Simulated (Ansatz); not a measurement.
Hypothetical I4_132 Si: pressure series

The reference is Si (space group I4_132, No. 214; a hypothetical phase, not in the database extracts checked).

```yaml
crystal:
  lattice:
    - [-3.21878, 3.21878, 3.21878]
    - [3.21878, -3.21878, 3.21878]
    - [3.21878, 3.21878, -3.21878]
  atoms:
    - { symbol: Si, position: [0.00000, 0.25000, 0.50000] }
    - { symbol: Si, position: [0.25000, 0.50000, 0.00000] }
    - { symbol: Si, position: [0.50000, 0.00000, 0.25000] }
    - { symbol: Si, position: [0.25000, 0.25000, 0.25000] }
```

Cell and atoms are relaxed at each pressure.

Level of theory: plane-wave PAW DFT at the PBE level (Ansatz, a program for electronic structure, 420 eV), no spin-orbit coupling.

| pressure (GPa) | volume per atom (Å³/atom) |
|---|---|
| -2 | 35.192 |
| 0 | 33.348 |
| 0.3 | 33.121 |
| 0.7 | ? |
| 1.5 | 32.289 |
| 3 | 31.406 |
| 5 | 30.398 |
| 7.5 | 29.338 |
| 10 | 28.432 |

Problem. Fit the third-order Birch–Murnaghan form P(V) = (3B₀/2)[(V₀/V)^(7/3) − (V₀/V)^(5/3)]·[1 + (3/4)(B₀′ − 4)((V₀/V)^(2/3) − 1)] (squares taken in P) to the rows shown and predict the withheld row.

Solution. Least squares on the printed values gives V₀ = 33.362 Å³/atom, B₀ = 43.0 GPa, B₀′ = 4.7; this predicts 32.843 Å³/atom, and the run gives 32.830 Å³/atom, 0.013 lower.

Load acts through the strain it causes; cell and atoms are relaxed under it. Whether these cells are dynamically stable was not tested. No other phases were tried under pressure.
